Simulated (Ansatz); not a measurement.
## MoSi2, response to strain

Base system: MoSi2 (space group I4/mmm, No. 139; a = 3.190 Å, c = 7.823 Å; relaxed with 0.1 eV smearing). Axes: x, y, z lie along a, b, c of the conventional cell.

Strains are applied to the cell and any free atomic positions relax; under biaxial strain the out-of-plane vector relaxes too; under stress the whole cell relaxes.

Calculations: PBEsol/PAW in Ansatz (an electronic-structure program), spin-orbit coupling left out, earlier PAW set.

Notes on the quantities. energy relative to the base: free energy F; pressure: mean of the normal stresses, compression positive.

| variant | volume per atom | energy relative to the base | pressure | space group |
|---|---|---|---|---|
| base | 13.27 Å³ | 0 meV/atom | 0.0 GPa | I4/mmm (No. 139) |
| biaxial strain −2.32 %, plane normal [001], relaxed out of plane | 12.78 Å³ | +23 meV/atom | 8.4 GPa | I4/mmm (No. 139) |
| biaxial strain +0.97 %, plane normal [001], relaxed out of plane | 13.48 Å³ | +3.8 meV/atom | -3.1 GPa | I4/mmm (No. 139) |
| uniaxial strain ε_yy = +0.90 % | 13.39 Å³ | +1.4 meV/atom | -1.9 GPa | Immm (No. 71) |
| uniaxial strain ε_zz = +2.72 % | 13.63 Å³ | +15 meV/atom | -5.8 GPa | I4/mmm (No. 139) |
| uniaxial stress, 1 GPa tension along x | 13.29 Å³ | +0.1 meV/atom | – | Immm (No. 71) |

Beyond what the load breaks, stability against distortions was not tested. The final runs are not spin-polarised.
